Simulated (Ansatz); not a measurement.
Functionals compared on a constructed model of the (111) surface of fcc Al, a pseudomorphic layer of Os in the host's stacking (bottom of the slab: a bare face, its two planes held), in Ansatz (plane waves, PAW). The structure was relaxed with PBE; the other rows are single points on it. Cutoff 420 eV (500 eV for r2SCAN).

Slab: 7 atoms, 13.9 Å thick at the start with caps and adatoms (thin: gaps and levels are the slab's own); k 15x15x1, smearing 0.1 eV, dipole-corrected; 2 atoms held, the rest relaxed; start symmetry kept, larger cells not searched; no spin, no spin-orbit, no U. In PBE it is, or lies within 0.01 eV a 1x1 cell of, the lowest of the 2 structures of its composition computed so far; subsurface sites and larger cells were not tried. These notes are the PBE run's.

```csv
functional,work function of the top face (eV),rough cost of the single point
PBE,5.22,–
RPBE,5.07,very roughly 6 core-seconds
r2SCAN,5.28,very roughly 15 core-seconds
```

Ansatz is a quantum-chemistry and plane-wave program.
